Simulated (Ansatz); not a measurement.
Consider this model of amorphous Hf$_{18}$O$_{37}$H$_{2}$.

```xyz
57
Lattice="8.7066 0.1714 -0.3573 0.1714 8.9823 -0.2265 -0.3573 -0.2265 9.4722" Properties=species:S:1:pos:R:3 pbc="T T T"
Hf     4.3243     7.7265     5.2603
Hf     2.9276     1.7190     7.3439
Hf     4.6331     3.6518     9.0905
Hf     6.3327     3.7798     6.1786
Hf     1.4546     4.6869     6.7075
Hf     7.7384     7.0652     4.9078
Hf     2.4242     8.6276     2.0575
Hf     5.6564     4.6126     2.7775
Hf     2.7817     7.3375     8.1748
Hf     2.3986     5.7238     3.7672
Hf     8.2579     0.6029     7.3788
Hf     8.0607     2.0676     1.1604
Hf     6.2161     6.5814     7.8617
Hf     8.2813     7.1669     1.5488
Hf     1.8143     4.5115     0.6768
Hf     7.1085     1.0438     4.2245
Hf     5.4768     0.3937     0.4725
Hf     1.7611     2.5617     4.1532
O      1.5865     0.1565     8.1249
O      5.9433     6.1177     5.8696
O      8.5511     5.4722     0.3049
O      3.0093     6.5057     6.3829
O      7.1813     5.9111     2.9596
O      6.3075     4.5446     8.1556
O      4.7974     8.0759     7.6528
O      3.4876     0.6054     5.8555
O      4.5933     3.0295     7.0508
O      1.6112     4.0507     2.7547
O      3.9983     1.6539     9.2146
O      6.0652     8.4918     4.6190
O      6.0047     3.2562     4.1895
O      6.7315     7.5742     0.3337
O      4.2698     5.8376     8.8898
O      8.5961     2.1428     3.2140
O      8.1239     8.2427     3.1771
O      2.4645     3.6264     8.3987
O      0.5653     8.9187     1.2986
O      2.7799     1.4000     2.9769
O      3.9687     4.4831     1.3736
O      7.1576     1.9564     6.2348
O      1.4696     5.8943     8.5210
O      0.7418     2.7889     0.4404
O      3.8256     8.3070     0.6550
O      8.6415     8.9981     5.2772
O      6.3072     1.0303     2.1629
O      1.6540     6.5175     1.9219
O      2.8305     7.8177     3.8355
O      7.7841     7.6467     7.1555
O      4.4264     5.8946     3.7530
O      6.4954     3.5691     1.1131
O      8.1827     4.7174     6.2132
O      6.8346     0.9472     8.9751
O      2.6916     4.1501     5.0698
O      1.3525     2.4895     6.2904
O      0.8538     6.0515     5.0514
H      4.6014     6.3363     0.3556
H      7.8590     4.9085    -0.1204
```

Calculation: PBE, scalar-relativistic without spin-orbit coupling (plane waves to 420 eV, PAW; Ansatz, a program for electronic structure).

It comes from a melt-quench run on a machine-learned potential (CHGNet), relaxed afterwards by DFT. O atoms were pushed apart under 1.9 Å during the dynamics, to hinder bonds among them. The hot cell started wider than the set density and was brought back towards it in steps. It is the lowest in DFT energy of 2 quenches. It is a model cell: composition and starting density were chosen by hand, and all elements were melted together. No dispersion term was used. Its density started from a set value of 8.75 and ended at 8.55 g/cm³. Cooling (nominally 760 K/ps over its main leg) ran many orders faster than in experiment, which tends to leave more defects and strain. One small periodic cell is one sample of the glass; other quenches scatter about these values. Volume and shape were free in the relaxation.

Cut-offs for bonds: Hf-Hf 3.34 Å, Hf-O 2.60 Å, Hf-H 2.27 Å, O-O 1.58 Å, O-H 1.16 Å, H-H 0.90 Å. Two cations that share two anions don't count as bonded, nor two that share one unless they lie closer than Hf-Hf 3.25 Å.

Question: Give the coordination numbers, mean bond lengths and angles.

Answer: 
```json
{
 "Mean coordination of Hf by anions": "6.11 (4 with 5, 8 with 6, 6 with 7)",
 "Mean coordination of O": "3.03 (4 with 2, 28 with 3, 5 with 4)",
 "Mean coordination of H": "1.00 (2 with 1)",
 "Mean Hf-O bond": "2.135 Å (spread 0.118 Å, 110 counted)",
 "Mean O-H bond": "0.983 Å (spread 0.006 Å, 2 counted)",
 "Bond angle at Hf": "mean 102.8°, spread 28.9°",
 "Bond angle at O": "mean 115.2°, spread 18.7°"
}
```

Question: List the pairs of like atoms that count as bonded by the rules above.

Answer: There are none by these rules.
